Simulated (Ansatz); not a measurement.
# What biaxial strain −0.13 %, plane normal [111], relaxed out of plane does to GaAs

Consider GaAs in the zinc blende structure (space group F-43m, No. 216; a = 5.659 Å). Axes: x, y, z lie along the cube axes.

The change: compressive biaxial strain of 0.13 % in the plane normal to [111], as in epitaxy on a mismatched substrate; the out-of-plane cell vector and the atoms relax.

All numbers come from PBEsol (Ansatz, a quantum-chemistry and plane-wave program; PAW; 420 eV plane waves; no spin-orbit coupling), earlier PAW set. Settings: 10×10×10 k-points, 0.05 eV Fermi–Dirac smearing.

| quantity | base | changed | shift |
|---|---|---|---|
| volume per atom | 22.66 Å³ | 22.61 Å³ | -0.05 Å³ |
| space group | F-43m (No. 216) | R3m (No. 160) | – |
| shortest interatomic distance | 2.451 Å | 2.449 Å | -0.002 Å |
| energy relative to the base (free energy F) | 0 meV/atom | 0.0 meV/atom | 0.0 meV/atom |
| pressure (mean of the normal stresses, compression positive) | 0.00 GPa | 0.14 GPa | +0.14 GPa |
| band gap | 0.42 eV | 0.43 eV | +0.01 eV |
| gap character | direct at Γ | direct at Γ | – |
| electron mass | 0.025 mₑ (at Γ) | 0.026 mₑ (at Γ) | – |
| valence-band top at Γ (three highest levels, from the VBM) | 0.00, 0.00, 0.00 eV | 0.00, 0.00, -0.01 eV | – |
| valley order (the lowest conduction-band minima on the path, energy above the VBM, named in the base's zone) | Γ 0.42 eV; L along ⟨111⟩ 0.92 eV; a point along ⟨100⟩, about 1.0 Å⁻¹ from Γ 1.32 eV | Γ 0.43 eV; L along [1-11] 0.92 eV; L along [111] 0.94 eV; a point along [100], about 1.0 Å⁻¹ from Γ 1.31 eV | – |
| out-of-plane strain | – | +0.06 % | – |
| mean in-plane stress (compression positive) | – | +0.2 GPa | – |

Final structure (turned so that z lies along the plane normal):

```
GaAs
1.0
    3.99661     0.00000     0.00000
    1.99831     3.46117     0.00000
    1.99831    -1.15372     3.26944
As Ga
1 1
Direct
  0.49982   0.75009   0.25027
  0.00018   0.99991   0.99973
```

Cost of the whole job for the changed cell (relaxation, final SCF and bands): very roughly 50 core-seconds.

Masses are band curvatures over ±0.01 Å⁻¹ around the edge. No phonon test of stability was made. k-point labels follow each cell's own Brillouin zone.
